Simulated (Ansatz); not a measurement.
Defect: interstitial Si in 2H silicon carbide, charge state +4. The step: several atoms move together, Si the farthest; the atom moves 2.05 Å along (-0.64, -0.28, 0.22) of the unit cell; the moving atom starts with neighbours C at 1.83, C at 1.84, 2 C at 1.99 Å and ends with 3 C at 1.82 Å. DFT values are from Ansatz (plane-wave PAW, 420 eV unless said) in a cell of 72 host sites, spin-restricted, static, with no finite-size correction. The host's phase is taken as given; its stability against other phases was not computed. The charge state is imposed; whether it is stable for some Fermi level was not computed. Sites that were not tried may lie lower. For the PBE band: the saddle point's order was not checked.

```csv
Level,Forward barrier (eV),Cost of the band or of the saddle's single point
"PBE, the Γ point alone, band relaxed",1.21,very roughly 12 core-minutes
"PBE, a 2×2×2 k-point mesh shifted by half a step along c, same geometries",1.36,about 40 core-seconds (a rough figure)
"r2SCAN at 500 eV, the Γ point alone, same geometries",?,roughly 24 core-seconds
```

### Question
Complete the blanks.

### Answer

- r2SCAN at 500 eV, the Γ point alone, same geometries, Forward barrier (eV): 1.22

Ansatz is an electronic-structure program.
